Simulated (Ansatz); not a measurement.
Start from PbTe in the rock salt structure (space group Fm-3m, No. 225; a = 6.380 Å). Axes: x, y, z lie along the cube axes.

All numbers come from LDA in Ansatz (plane waves to 420 eV, PAW, scalar-relativistic without spin-orbit coupling).

Before the change:

* **Band gap**: 0.57 eV

The change: tensor shear ε_xy = +0.86 % (engineering shear γ = 0.0172); the atoms relax in the strained cell.

Problem. What happens to the stress, energy relative to the base and band gap?

Solution. The stress (xx, yy, zz, yz, xz, xy; compression positive) comes out as (0.00, 0.00, 0.00, 0.00, 0.00, -0.27) GPa; the energy grows by 0.5 meV/atom; the band gap decreases by 0.09 eV, from 0.57 eV to 0.48 eV.

With Pb and Te present, leaving out spin-orbit coupling can change the band edges. Whether these cells are dynamically stable was not tested.

Ansatz is a quantum-chemistry and plane-wave program.
